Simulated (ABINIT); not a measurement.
Worked example: self-consistent single point of ZrIn3 (I4/mmm, 4 atoms in the cell) in ABINIT.

Level of theory: PBEsol, norm-conserving pseudopotentials (PseudoDojo nc-sr-04 PBEsol standard) (plane waves; ABINIT).

The change in words: lattice scaled by 0.98. Reference geometry:
```yaml
crystal:
  lattice:
    - [-2.15006, 2.15006, 4.97804]
    - [2.15006, -2.15006, 4.97804]
    - [2.15006, 2.15006, -4.97804]
  atoms:
    - { symbol: Zr, position: [0.00000, 0.00000, 0.00000] }
    - { symbol: In, position: [0.25000, 0.75000, 0.50000] }
    - { symbol: In, position: [0.75000, 0.25000, 0.50000] }
    - { symbol: In, position: [0.50000, 0.50000, 0.00000] }
```

Reference input (self-consistent single point, DFT, PBEsol, plane waves, norm-conserving pseudopotentials (PseudoDojo nc-sr-04 PBEsol standard)): pseudos = [Zr.upf, In.upf]; ecut = 35 Ha; occopt = 3; tsmear = 0.1 eV; ngkpt = 7 7 7; nshiftk = 1; shiftk = 0 0 0; potentials = PseudoDojo nc-sr-04 PBEsol standard; nband = 34; kptopt = 1; nstep = 100; toldfe = 1e-09 Ha. This run's input differs from it in these lines:

```diff
@@ -3,7 +3,7 @@
 pseudos "Zr.upf, In.upf"
-acell 5.8332186166 5.8332186166 5.8332186166 Angstrom
+acell 5.7165542916 5.7165542916 5.7165542916 Angstrom
 rprim
-        -0.3685887914    0.3685887914    0.8533959255
-         0.3685887914   -0.3685887914    0.8533959255
-         0.3685887914    0.3685887914   -0.8533959255
+        -0.3685888199    0.3685888199    0.8533959009
+         0.3685888199   -0.3685888199    0.8533959009
+         0.3685888199    0.3685888199   -0.8533959009
 natom 4
```

Log, with long lists cut:

```
--- !BeginCycle
solver: {iscf: 7, nstep: 100, nline: 4, wfoptalg: 0, }
tolerances: {toldfe: 1.00E-09, }
...

     iter   Etot(hartree)      deltaE(h)  residm     vres2
 ETOT  1  -248.16734014199    -2.482E+02 5.241E-01 8.769E+02
 ETOT  2  -249.48615612544    -1.319E+00 4.073E-02 6.467E+02
 ETOT  3  -249.53318002991    -4.702E-02 2.275E-02 8.356E+00
 ETOT  4  -249.53412470414    -9.447E-04 7.007E-03 3.101E+00
 ETOT  5  -249.53433059775    -2.059E-04 3.989E-03 4.242E-02
 ETOT  6  -249.53433325508    -2.657E-06 2.392E-03 3.226E-04
 ETOT  7  -249.53433329566    -4.058E-08 9.873E-04 6.203E-06
 ETOT  8  -249.53433329690    -1.236E-09 9.813E-04 4.962E-07
 ETOT  9  -249.53433329696    -6.770E-11 5.497E-04 2.063E-08
 ETOT 10  -249.53433329698    -1.339E-11 5.847E-04 2.584E-09
 At SCF step   10, etot is converged :
  for the second time, diff in etot=  1.339E-11 < toldfe=  1.000E-09

 Cartesian components of stress tensor (hartree/bohr^3)
  sigma(1 1)= -2.56211197E-05  sigma(3 2)=  0.00000000E+00
  sigma(2 2)= -2.56211197E-05  sigma(3 1)=  0.00000000E+00
  sigma(3 3)= -2.00187522E-05  sigma(2 1)=  0.00000000E+00

 ----iterations are completed or convergence reached----

 reduced coordinates (array xred) for    4 atoms
       0.000000000000      0.000000000000      0.000000000000
       0.250000000000      0.750000000000      0.500000000000
       0.750000000000      0.250000000000      0.500000000000
       0.500000000000      0.500000000000      0.000000000000
 cartesian forces (eV/Angstrom) at end:
    1     -0.00000000000000     0.00000000000000    -0.00000000000000
   [... lines left out ...]
 Fermi (or HOMO) energy (hartree) =   0.33761   Average Vxc (hartree)=  -0.43209
   [... lines left out ...]
total_energy        : -2.49534333296977E+02
total_energy_eV     : -6.79017452959321E+03
band_energy         : -9.86744988328850E+00
...

-Cartesian components of stress tensor (GPa)         [Pressure=  6.9886E-01 GPa]
- sigma(1 1)= -7.53799240E-01  sigma(3 2)=  0.00000000E+00
- sigma(2 2)= -7.53799240E-01  sigma(3 1)=  0.00000000E+00
- sigma(3 3)= -5.88971924E-01  sigma(2 1)=  0.00000000E+00

 Calculation completed.
```

The run converged in 10 iterations. Against the reference run the free energy falls by 15.3 meV/atom and the pressure goes from -4.05 to 0.70 GPa.

The starting cell comes from a database of computed structures (which also holds hypothetical and non-ambient phases and stackings), without a prior relaxation at this level. Its lattice was rescaled by a random factor within 2.5 % of one. For this run, on top of that: lattice scaled by 0.98.

Cost on one core of a shared machine: roughly 7 min.
